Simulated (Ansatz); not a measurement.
Worked example: relaxation of the atoms of HfNb2VC4 (R3m, 8 atoms in the cell) in Ansatz (an electronic-structure program).

Method of the run: PBEsol, default PAW files made with PBE (plane waves; Ansatz).

```
CELL_PARAMETERS angstrom
      1.58638     0.91590    10.31807
     -1.58638     0.91590    10.31807
      0.00000    -1.83179    10.31807
ATOMIC_POSITIONS crystal
  Hf 0.00301 0.00301 0.00301
  Nb 0.49703 0.49703 0.49703
  Nb 0.24868 0.24868 0.24868
  V  0.75167 0.75167 0.75167
  C  0.87318 0.87318 0.87318
  C  0.62475 0.62475 0.62475
  C  0.38028 0.38028 0.38028
  C  0.12140 0.12140 0.12140
```

Reference input (self-consistent single point, DFT, PBEsol, plane waves, default PAW files made with PBE): basis.ecutwfc = 420 eV; kpoints.mp_grid.grid = 10 10 10; hamiltonian.xc = pbesol; hamiltonian.pseudopotentials = {kind: paw} (the program's default PAW files); scf.occupations.method = cold; scf.occupations.width = 0.05 eV. This run's input differs from it in these lines:

```diff
@@ -28,2 +28,3 @@
     width: 0.05 eV
+relax: {}
 output:
```

Output (repeated stretches shortened):

```
   [... SCF lines of the steps left out ...]
relax step   1: F+E_penalty+E_count = -28466.01498034 eV  Δ(F+E_penalty+E_count) = +0.000e0 eV  max|allowed force component| = 2.427e-1 eV/Å  Δτ_max = 0.0000 Å  (7 SCF iters, dr2 threshold 2.50e-6 eV, accepted)
relax step   2: F+E_penalty+E_count = -28466.01715581 eV  Δ(F+E_penalty+E_count) = -2.175e-3 eV  max|allowed force component| = 1.344e-1 eV/Å  Δτ_max = 0.0242 Å  (6 SCF iters, dr2 threshold 3.68e-6 eV, accepted)
relax step   3: F+E_penalty+E_count = -28466.01884660 eV  Δ(F+E_penalty+E_count) = -1.691e-3 eV  max|allowed force component| = 5.514e-2 eV/Å  Δτ_max = 0.0083 Å  (6 SCF iters, dr2 threshold 1.13e-6 eV, accepted)
relax step   4: F+E_penalty+E_count = -28466.01911298 eV  Δ(F+E_penalty+E_count) = -2.664e-4 eV  max|allowed force component| = 9.570e-3 eV/Å  Δτ_max = 0.0041 Å  (6 SCF iters, dr2 threshold 5.11e-7 eV, accepted)
relax step   5: F+E_penalty+E_count = -28466.01911299 eV  Δ(F+E_penalty+E_count) = -1.466e-8 eV  max|allowed force component| = 9.610e-3 eV/Å  Δτ_max = 0.0000 Å  (2 SCF iters, accepted)
the relaxation is at rest under the 6 symmetry operations that the run kept from its start: a minimum is not shown …
Stability not checked (fill_not_monotonic)
Free energy (F): -28466.019113 eV
Internal energy: -28466.018081 eV  (E = F + TS)
E sigma→0 (E₀):  -28466.018769 eV
Entropy (-TS):   -0.001032 eV (-0.129 meV/atom)
Fermi energy:    18.288096 eV
--- Forces (eV/Å), atoms counted from 1 ---
  atom   1  Hf     0.00000000     0.00000000    -0.00561566
   [... lines left out ...]
    - { symbol: C, position: [0.8731099887523758, 0.8731099887523758, 0.8731099887523757] }
    - { symbol: C, position: [0.6242312836089523, 0.6242312836089523, 0.6242312836089521] }
    - { symbol: C, position: [0.3803238050792213, 0.3803238050792213, 0.38032380507922126] }
    - { symbol: C, position: [0.12205366890694135, 0.12205366890694135, 0.12205366890694133] }
```

The run converged. 

Summary of the result:
- Free energy E − TS (on the zero of these files): -28466.0191 eV
- Fermi level (on the code's own zero): 18.29 eV
- Pressure: -12.66 GPa
- Largest force (vector length): 0.010 eV/Å
- Relaxation steps: 5

The starting cell comes from a database of computed structures (which also holds hypothetical and non-ambient phases and stackings), without a prior relaxation at this level. Its lattice was rescaled by a random factor within 2.5 % of one. Spin polarisation is off. The relaxation keeps the symmetry of its start, so its end need not be a minimum. Ansatz's pressure includes its estimate of the finite-basis (Pulay) stress.

Cost on one core of a shared machine: roughly 3 min.

Keys are those of Ansatz 0.2.
